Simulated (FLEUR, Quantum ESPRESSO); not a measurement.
A Quantum ESPRESSO input for a self-consistent single point of Ru (P6_3/mmc, 2 atoms in the cell) (DFT, PBEsol, plane waves, PSlibrary ultrasoft (PBE) pseudopotentials):

```fortran
&control
  calculation = 'scf'
  prefix = 'run'
  outdir = './out'
  pseudo_dir = './'
  tprnfor = .true.
  tstress = .true.
/
&system
  ibrav = 0
  nat = 2
  ntyp = 1
  ecutwfc = 60
  ecutrho = 420
  occupations = 'smearing'
  smearing = 'fermi-dirac'
  degauss = 0.0099958
  input_dft = 'pbesol'
/
&electrons
  conv_thr = 1e-10
  mixing_beta = 0.3
/
ATOMIC_SPECIES
Ru   101.0700  Ru.pbe-spn-rrkjus_psl.1.0.0.UPF
ATOMIC_POSITIONS bohr
Ru    2.5605788966    1.4783509152    2.0220069534
Ru    2.5605788966   -1.4783509152    6.0660208601
K_POINTS automatic
9 9 5  0 0 0
CELL_PARAMETERS angstrom
   1.3549999988    -2.3469288421     0.0000000000
   1.3549999988     2.3469288421     0.0000000000
   0.0000000000     0.0000000000     4.2800000000
```

**Question.** Translate this input to FLEUR.

**Answer.** One input that does it (others would too):

Input of the input generator:

```
scf Ru
&input film=f /
1.3549999988 -2.3469288421 0.0000000000
1.3549999988 2.3469288421 0.0000000000
0.0000000000 0.0000000000 4.2800000000
1.8897261246
1.0 1.0 1.0

2
44 0.3333333333 0.6666666667 0.2500000000
44 0.6666666667 0.3333333333 0.7500000000

&comp jspins=1 /
&exco xctyp='PBEs' /
&kpt div1=9 div2=9 div3=5 /
&end /
```

```xml
<?xml version="1.0" encoding="UTF-8" standalone="no"?>
<fleurInput fleurInputVersion="0.39">
   <comment>
      scf Ru                                                                                              
   </comment>
   <calculationSetup>
      <cutoffs Kmax="4.3" Gmax="17.2" GmaxXC="17.2" numbands="0"/>
      <scfLoop itmax="80" minDistance="0.00001" maxIterBroyd="40" imix="Anderson" alpha="0.05" precondParam="0.0" spinf="2.0"/>
      <coreElectrons ctail="T" frcor="F" kcrel="0" coretail_lmax="0"/>
      <xcFunctional name="PBEs" relativisticCorrections="F"/>
      <magnetism jspins="1"/>
      <soc l_soc="F" theta="0.0" phi="0.0" spav="F"/>
      <expertModes spex="0" secvar="F"/>
      <geometryOptimization l_f="T" forcealpha="1.0" forcemix="BFGS" epsdisp="0.00001" epsforce="0.00001"/>
      <ldaU l_linMix="F" mixParam="0.05" spinf="1.0"/>
   </calculationSetup>
   <cell>
      <bzIntegration valenceElectrons="28.0" mode="hist" fermiSmearingEnergy="0.00499791">
         <kPointListSelection listName="default-1"/>
         <!-- k-points included here -->
         <xi:include xmlns:xi="http://www.w3.org/2001/XInclude" href="kpts.xml"> </xi:include>
      </bzIntegration>
      <!-- symmetry operations included here -->
      <xi:include xmlns:xi="http://www.w3.org/2001/XInclude" href="sym.xml"> </xi:include>
      <bulkLattice scale="1.0">
         <bravaisMatrix>
            <row-1>    2.5605788965653287    -4.4350527454935982     0.0000000000000000</row-1>
            <row-2>    2.5605788965653287     4.4350527454935982     0.0000000000000000</row-2>
            <row-3>    0.0000000000000000     0.0000000000000000     8.0880278132880008</row-3>
         </bravaisMatrix>
      </bulkLattice>
   </cell>
   <atomSpecies>
      <species name="Ruthenium (Ru)" element="Ru" atomicNumber="44">
         <mtSphere radius="2.34" gridPoints="807" logIncrement="0.016"/>
         <atomicCutoffs lmax="10" lnonsphr="8"/>
         <electronConfig flipSpins="F">
            <coreConfig>(1s1/2) (2s1/2) (2p1/2) (2p3/2) (3s1/2) (3p1/2) (3p3/2) (4s1/2) (3d3/2) (3d5/2)</coreConfig>
            <valenceConfig>(4p1/2) (4p3/2) (5s1/2) (4d3/2) (4d5/2)</valenceConfig>
            <stateOccupation state="(5s1/2)" spinUp="0.5" spinDown="0.5"/>
            <stateOccupation state="(4d3/2)" spinUp="1.4" spinDown="1.4"/>
            <stateOccupation state="(4d5/2)" spinUp="2.1" spinDown="2.1"/>
         </electronConfig>
         <energyParameters s="5" p="5" d="4" f="4"/>
         <lo type="SCLO" l="1" n="4" eDeriv="0"/>
      </species>
   </atomSpecies>
   <atomGroups>
      <atomGroup species="Ruthenium (Ru)">
         <relPos label="                   1">1.000/3.000 -1.000/3.000 1.000/4.000</relPos>
         <relPos label="                   2">-1.000/3.000 1.000/3.000 -1.000/4.000</relPos>
         <force calculate="T" relaxXYZ="TTT"/>
      </atomGroup>
   </atomGroups>
   <output dos="F" band="F" slice="F">
      <checks vchk="F" cdinf="F"/>
      <bandDOS minEnergy="-.5*Htr" maxEnergy="0.5*Htr" sigma="0.015" storeEVData="T"/>
      <vacuumDOS vacdos="F" integ="F" star="F" nstars="0" locx1="0.0" locy1="0.0" locx2="0.0" locy2="0.0" nstm="0" tworkf="0.0"/>
      <unfoldingBand unfoldBand="F" supercellX="1" supercellY="1" supercellZ="1"/>
      <plotting iplot="0" polar="F">
         <plot TwoD="T" vec1="  1.0  0.0  0.0" vec2="  0.0  1.0  0.0" vec3="  0.0  0.0  1.0" zero="  0.0  0.0  0.0" file="plot"/>
      </plotting>
      <chargeDensitySlicing numkpt="0" minEigenval="0.0" maxEigenval="0.0" nnne="0" pallst="F"/>
      <specialOutput eonly="F"/>
      <magneticCircularDichroism mcd="F" energyLo="-10.0" energyUp="0.0"/>
   </output>
  <!-- We include the file relax.xml here to enable relaxations (see documentation) -->
  <xi:include xmlns:xi="http://www.w3.org/2001/XInclude" href="relax.xml"> <xi:fallback/> </xi:include>
</fleurInput>
```

Basis settings and potentials, where a program has them, do not carry over. This input uses DFT, PBEsol, all-electron FLAPW (FLEUR), scalar-relativistic valence.

The starting cell has typed, rounded lattice constants, without a prior relaxation at this level.
